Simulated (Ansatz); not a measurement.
O interstitial started as a split pair with O in wurtzite ZnO (the name describes the start): one set of geometries, relaxed with PBE, evaluated in Ansatz (PAW, plane waves to 420 eV, 500 eV under r2SCAN) with PBE, r2SCAN.

Cell and caveats: 192-site cell; 2×2×2 shifted k-points; start: split with O; energies good to tenths of an eV; relaxed from one start, so a lower configuration may exist; flagged in the runs: a doubtful potential alignment, a host whose relaxation on this sampling wasn't shown to rest, a strain field that reaches the edge of the cell.

| quantity | PBE | r2SCAN |
|---|---|---|
| host gap (eV) | 0.74 | 1.17 |
| neutral formation energy against O2 molecule in a box (eV) | 1.73 | 1.39 |
| largest moment on one atom at charge 0 (μB) | 0.00 | 0.00 |

PBE narrows the gap by 0.43 eV against r2SCAN, the highest level run.

Ansatz is a program for electronic structure.
